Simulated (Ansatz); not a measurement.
Ni₂Ge under load (space group P6_3/mmc): band-structure transport figures

Input:

```yaml
crystal:
  lattice:
    - [3.98417, 0.00000, 0.00000]
    - [-1.99209, 3.45039, 0.00000]
    - [0.00000, 0.00000, 5.03521]
  atoms:
    - { symbol: Ni, position: [0.66667, 0.33333, 0.25000] }
    - { symbol: Ni, position: [0.33333, 0.66667, 0.75000] }
    - { symbol: Ni, position: [0.00000, 0.00000, 0.00000] }
    - { symbol: Ni, position: [0.00000, 0.00000, 0.50000] }
    - { symbol: Ge, position: [0.66667, 0.33333, 0.75000] }
    - { symbol: Ge, position: [0.33333, 0.66667, 0.25000] }
```

All values below come from PBEsol, rigid bands (plane waves, PAW, scalar-relativistic; Ansatz, a program for electronic structure). Condition of this run: hydrostatic pressure -2 GPa (the target of the relaxation). Geometry: cell and atoms relaxed with PBEsol, then loaded as said.

```
Quantity                                                                Value
------------------------------------  ---------------------------------------
density of states at the Fermi level        3.94 states/(eV·cell), both spins
bare Sommerfeld coefficient                         1.55 mJ/(mol of atoms·K²)
Drude plasma energy                              5.8 (x), 5.8 (y), 4.2 (z) eV
root-mean-square Fermi velocity                                     4.3e5 m/s
resistivity times τ                   14.8 (x), 14.8 (y), 28 (z) ×10⁻²² Ω·m·s
```

A metal at this level (no band gap); rigid bands, thermally averaged at 300 K, both spins. Spin-orbit coupling is left out. τ is one relaxation time for all states.

Computed structure with no diffraction record at hand here (it may be known, metastable or hypothetical): Ni2Ge under load (space group P6_3/mmc). Treated as nonmagnetic (a ferromagnetic start lost its moment, other orders weren't tried): Ni2Ge under load (space group P6_3/mmc).
